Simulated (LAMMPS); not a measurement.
MD of W (bcc) at zero pressure, 250 atoms, as a crystal; each row is its own run.

Computed with MD with a machine-learned potential, pair style snap, file W_2940_2017_2.snap, run in LAMMPS.

| T (K) | enthalpy (eV/atom) |
|---|---|
| 200 | -10.976 |
| 300 | -10.950 |
| 2220 | -10.415 |
| 2770 | -10.240 |

Task: Fit a straight line, y = a + b x, to these rows (x is the first column, y the second) and predict the run at x = 1660.

Result: Least squares gives a = -11.035 and b = 0.0002841. At x = 1660 the fit predicts -10.564 eV/atom. The run itself gave -10.584 ± 0.002 eV/atom, so the fit is 20 meV/atom high.

Caution (rows 2220; 2770): a run this short can hold a crystal over, or a liquid under, the potential's own melting point, which these runs don't give.
